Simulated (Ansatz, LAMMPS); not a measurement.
# Si well of 21 atomic layers along [001] in random Si0.5Ge0.5, interfaces one step of a layer

Cell 16.85 × 16.85 × 66.01 Å, Si626Ge238, 864 atoms. Prepared with Tersoff's 1989 multicomponent potential (SiCGe.tersoff) (LAMMPS): minimisation. 

Method: PBE, support functions at accuracy medium on the grid of 370 eV (norm-conserving potentials; Ansatz, a first-principles code).

Basis: localised support functions (accuracy medium) on a full density matrix. k-points: zone centre alone; occupations: Fermi-Dirac, 0.010 eV; spin polarisation not allowed. Spin-orbit coupling is left out.

```
Item                                                                                             Result
----------------------------------------------  -------------------------------------------------------
Kohn-Sham gap of the cell on its k-mesh                                                         0.17 eV
weight of the highest filled level on the well                                                     0.31
weight of the lowest empty level on the well                                                       0.99
coordination (neighbours within 2.876 Å)                                                 100.0 % 4-fold
Ge-Ge bonds, mean ± spread                                                              2.478 ± 0.008 Å
Ge-Si bonds, mean ± spread                                                              2.431 ± 0.008 Å
Si-Si bonds, mean ± spread                                                              2.394 ± 0.007 Å
bond angles, mean ± spread                                                                109.5° ± 1.5°
pressure                                                                                      -1.50 GPa
cost of the final run                           very roughly 90 core-minutes, 16 SCF iterations, 17 GiB
```
